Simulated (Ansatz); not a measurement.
Amorphous cells of Al, N, O: the gap between the highest filled and lowest empty level at the zone centre, by PBE and by a single point of r2SCAN on the same geometry (PBE, scalar-relativistic without spin-orbit coupling (plane waves to 420 eV, PAW; Ansatz, a first-principles code); r2SCAN at 500 eV). The networks come from melt-quench runs on the CHGNet potential at compositions and starting densities chosen by hand, with anions pushed apart in the CHGNet dynamics, and DFT then relaxed them. The cells are small and were quenched far faster than real films, so single cells scatter. Defect or tail levels can set these gaps. The rows are the first to finish with both values and no moments.

```json
[
 {"cell": "A (Al30O33N8, 2.86 g/cm3)", "PBE gap x (eV)": "1.59", "r2SCAN gap y (eV)": "2.01"},
 {"cell": "B (Al32O24N16, 2.82 g/cm3)", "PBE gap x (eV)": "1.87", "r2SCAN gap y (eV)": "withheld"},
 {"cell": "C (Al32O24N16, 3.18 g/cm3)", "PBE gap x (eV)": "2.38", "r2SCAN gap y (eV)": "2.91"},
 {"cell": "D (Al48O36N24, 3.11 g/cm3)", "PBE gap x (eV)": "2.42", "r2SCAN gap y (eV)": "2.95"},
 {"cell": "E (Al30O33N8, 3.00 g/cm3)", "PBE gap x (eV)": "2.55", "r2SCAN gap y (eV)": "3.05"},
 {"cell": "F (Al30O33N8, 3.07 g/cm3)", "PBE gap x (eV)": "2.70", "r2SCAN gap y (eV)": "3.24"}
]
```

Question: Fit a straight line through the 5 full rows and predict the withheld value for B (Al32O24N16, 2.82 g/cm3).

Answer: Means: x = 2.328, y = 2.832. Slope = Σ(Δx Δy) / Σ(Δx²) = 0.8217 / 0.7435 = 1.11; the r.m.s. residual is 0.017. Prediction: 2.832 + 1.11 × (1.87 − 2.328) = 2.33. The run gave 2.35, 0.02 above the line.
